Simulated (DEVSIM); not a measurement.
## In0.49Ga0.51P/GaAs p-n heterojunction

Device: In0.49Ga0.51P/GaAs p-n heterojunction, at 250 K.

```tsv
layer (left to right)	material	thickness (μm)	Nd (cm⁻³)	Na (cm⁻³)	τn (s)	τp (s)
1	In0.49Ga0.51P	0.0820	-	5.8e16	1e-9	1e-9
2	GaAs	0.130	5.8e15	-	1e-9	1e-9
```

Left contact: ohmic. Right contact: ohmic. Voltage is applied to the left contact. Recombination: SRH at mid-gap, radiative. Mobility is constant in doping.

This is a model device: material constants are rounded textbook-type values typed into the input, and sizes, dopings and lifetimes were drawn at random. Values at 300 K; Nc and Nv go as T^1.5, mobilities as T to minus their exponent, the gap by Varshni's rule with the affinity fixed.

```tsv
parameter	In0.49Ga0.51P	GaAs
gap (eV)	1.89	1.424
affinity (eV)	4	4.07
permittivity	11.8	12.9
Nc (cm⁻³)	9e17	4.7e17
Nv (cm⁻³)	1.3e19	9e18
μn (cm²/Vs)	1500	8500
μp (cm²/Vs)	80	400
T exponent of μn	1.66	2.1
T exponent of μp	2	2.2
B (cm³/s)	1e-10	2e-10
Varshni α (eV/K)	0.0005	0.000541
Varshni β (K)	250	204
```

Simulated with DEVSIM: 1D drift-diffusion, Boltzmann statistics, complete ionisation; no tunnelling, impact ionisation, image-force lowering or self-heating. Band offsets follow the typed affinities; no thermionic-emission limit at abrupt steps, no polarisation charge.

```json
{
 "potential_step_across_the_device_at_zero_bias": "1.640 V",
 "largest_field_in_the_device_at_zero_bias": "100000 V/cm",
 "Dark forward voltage at 1 A/cm²": "1.112 V",
 "Dark forward voltage at 100 A/cm²": "1.351 V"
}
```

Dark forward current:

(V (V), J (A/cm²)): (0.05, 6.5e-13); (0.10, 2.6e-12); (0.15, 9.0e-12); (0.20, 3.0e-11); (0.30, 3.3e-10); (0.35, 1.1e-9); (0.40, 3.7e-9); (0.45, 1.2e-8); (0.50, 4.2e-8); (0.55, 1.4e-7); (0.60, 5.0e-7); (0.70, 7.2e-6); (0.75, 3.4e-5); (0.80, 0.00019); (0.85, 0.0013); (0.90, 0.0073); (0.95, 0.029); (1.05, 0.28); (1.10, 0.78); (1.15, 2.2); (1.20, 5.9); (1.25, 16); (1.30, 40); (1.35, 98); (1.45, 500); (1.50, 1000); (1.55, 1900); (1.60, 3200)
